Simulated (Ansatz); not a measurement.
Where the default PAW files enter, the runs use the earlier of Ansatz's two default sets.

Crystal: LiCl (Fm-3m, rock salt, 2 atoms a cell, 16.4 Å³ an atom); both levels run on this one cell.

Complex bands along the normal of (111) by Ansatz (plane waves, PAW, no spin-orbit coupling). r2SCAN gives a gap of 7.40 eV and a slowest mid-gap decay of 0.432 1/Å.

Problem. What does PBE give on the same cell, and what does that do to the current through 2 nm?

Solution. Gap 6.48 eV, κ = 0.407 1/Å. The mid-gap transmission through 2 nm changes by exp(2 × 20 × (0.432 − 0.407)) = a factor of 2.7 against r2SCAN.

Ansatz is a program for electronic structure.
